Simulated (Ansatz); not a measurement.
Inside the gap of an insulator the Bloch states are evanescent, with a wavenumber k + iκ along the transport direction.

Given:

```yaml
crystal:
  lattice:
    - [4.80503, 0.00000, 0.00000]
    - [-2.40252, 4.16128, 0.00000]
    - [2.40251, 1.38709, 4.24092]
  atoms:
    - { symbol: Al, position: [0.70420, 0.85210, 0.44370] }
    - { symbol: Al, position: [0.29580, 0.14790, 0.55630] }
    - { symbol: Al, position: [0.29580, 0.64790, 0.05630] }
    - { symbol: Al, position: [0.70420, 0.35210, 0.94370] }
    - { symbol: O, position: [0.50000, 0.44386, 0.75000] }
    - { symbol: O, position: [0.50000, 0.55614, 0.25000] }
    - { symbol: O, position: [0.80614, 0.05614, 0.75000] }
    - { symbol: O, position: [0.19386, 0.94386, 0.25000] }
    - { symbol: O, position: [0.19386, 0.75000, 0.75000] }
    - { symbol: O, position: [0.80614, 0.25000, 0.25000] }
```

Space group of this cell: R-3c, corundum. The cell is strained (lengths along the current scaled by 0.97, ions clamped).

Transport runs along the normal of the first two printed cell vectors, the (001) (indices of the unstrained crystal) plane of the conventional cell.

The gap is the functional's own, uncorrected, and κ follows it; spin-orbit coupling is left out. Mid-gap values are interpolated between the computed energies.

**Question.** Predict the band gap and the smallest decay constant κ at mid-gap from r2SCAN run with Ansatz (an electronic-structure program).

**Answer.** Gap 6.90 eV on a 10×10×10 mesh; κ = 0.409 1/Å, at the zone centre.
